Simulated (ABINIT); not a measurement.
Convergence study of the SCF threshold for K (Im-3m, 1 atom in the cell)

```
CELL_PARAMETERS angstrom
     -2.65320     2.65320     2.65320
      2.65320    -2.65320     2.65320
      2.65320     2.65320    -2.65320
ATOMIC_POSITIONS crystal
  K  0.00000 0.00000 0.00000
```

Computed with PBE, PAW (JTH v2.0 PBE PAW) (plane waves; ABINIT 10.0.3).

Base settings: pseudos = [K.GGA_PBE-JTH.xml]; ecut = 21 Ha; pawecutdg = 42 Ha; occopt = 3; tsmear = 0.1 eV; ngkpt = 5 5 5; nshiftk = 1; shiftk = 0 0 0; potentials = JTH v2.0 PBE PAW; nband = 10.

In this ladder: tolvrs = default.

The mesh stays at the base's, so the ladder's end is converged at best in this setting alone.

Only quantities that move along the ladder and can be compared are tabulated.

These are the values that this program gave, and no reference: the one-centre exchange-correlation terms come from a truncated expansion.

The count of work is k-points × plane waves × bands × iterations; it is no time. 

The starting cell has typed, rounded lattice constants, without a prior relaxation at this level. Its lattice was rescaled by up to half a per cent.

```tsv
toldfe	free energy less the last step's (meV/atom)	pressure (GPa)	count of work / last
0.0037 Ha	-0.70	1.20	0.11
0.00037 Ha	-1.16	1.29	0.13
3.7e-05 Ha	-0.59	0.96	0.16
3.7e-06 Ha	0.00	-0.06	0.29
3.7e-07 Ha	0.00	0.01	0.32
3.7e-08 Ha	0.00	-0.05	0.39
3.7e-09 Ha	0.00	-0.05	0.39
3.7e-10 Ha	0.00	-0.05	0.45
3.7e-12 Ha	0.00	-0.05	0.47
3.7e-14 Ha	0.00	-0.05	1.0
```

Coarsest toldfe that holds the free energy within 1 meV/atom of the last step, with all finer ones: 3.7e-05 Ha, at 0.16 of the last step's count of work; the step before is off by 1.2 meV/atom.

Coarsest toldfe that holds the pressure within 0.1 GPa of the last step, with all finer ones: 3.7e-06 Ha, at 0.29 of the last step's count of work; the step before is off by 1.0 GPa.

Two neighbours can agree and both be off: 0.0037 Ha and 0.00037 Ha differ by 0.09 GPa in the pressure, yet lie about 1.3 GPa from the last step.
